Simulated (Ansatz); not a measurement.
Functionals compared on SiH3 on the 1x1 (110) surface of 3C silicon carbide (cut with top plane C + Si), one in a 2x2 cell, started at the site 'top C', in Ansatz (plane waves, PAW). The structure was relaxed with PBE; the other rows are single points on it, each with its references at the same level. Cutoff 420 eV (500 eV for r2SCAN).

Host crystal: 3C silicon carbide, with a band gap (PBE, scalar-relativistic without spin-orbit coupling).

Slab: 52 atoms, 7.7 Å thick at the start under the adsorbate (thin: gaps and levels are the slab's own); k 3x3x1, smearing 0.01 eV, dipole-corrected; 24 atoms held, the rest relaxed; no symmetry held; spin-polarised, no spin-orbit, no U, no dispersion correction. The slab shows no gap over 0.04 eV on its mesh. The starting moment vanished. At the end it is bonded to C. In PBE it is, or lies within 0.03 eV of, the lowest of the starts that converged. These notes are the PBE run's. RPBE: The program's check for a lower electronic state was not made. r2SCAN: The program's check for a lower electronic state was not made. Adsorption energies are against SiH4(g) − ½ H2(g). A negative adsorption energy means that the adsorbate is more stable on the surface than in its reference.

```
functional  adsorption energy (eV)          rough cost of the single point
----------  ----------------------  --------------------------------------
PBE                          -1.23                                       –
RPBE                         -0.93  about 11 core-minutes (a rough figure)
r2SCAN                           …            very roughly 20 core-minutes
```

Fill in the missing entries.


- r2SCAN, adsorption energy (eV): -1.25

Ansatz is a program for electronic structure.
